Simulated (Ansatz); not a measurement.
System: interstitial Li in zinc-blende BP (charge state +1). The step: a direct jump of one Li atom; the atom moves 1.97 Å along (0.25, -0.25, -0.25) of the unit cell; the moving atom starts with neighbours 4 B at 2.02; 6 P at 2.33 Å and ends with 6 B at 2.29; 4 P at 2.08 Å. DFT values are from Ansatz (plane-wave PAW, 420 eV unless said) in a cell of 64 host sites, spin-restricted, static, with no finite-size correction. The charge state is imposed; whether it is stable for some Fermi level was not computed. Sites that were not tried may lie lower. For the PBE band: the saddle point's order was not checked, and it lies on a symmetry element of the cell, where a band can be held.

| Level | Forward barrier (eV) | Cost of the band or of the saddle's single point |
|---|---|---|
| CHGNet universal potential (has no charge state), its own band | 0.53 | - |
| PBE, a 2×2×2 k-point mesh shifted by half a step, band relaxed | 1.51 | very roughly 14 core-minutes |
| PBE, a 3×3×3 k-point mesh shifted by half a step, same geometries | 1.51 | very roughly 100 core-seconds |
| r2SCAN at 500 eV, a 2×2×2 k-point mesh shifted by half a step, same geometries | ___ | roughly 70 core-seconds |

**Question.** Fill in the missing entries.

**Answer.** 
- r2SCAN at 500 eV, a 2×2×2 k-point mesh shifted by half a step, same geometries, Forward barrier (eV): 1.57

Ansatz is an electronic-structure program.
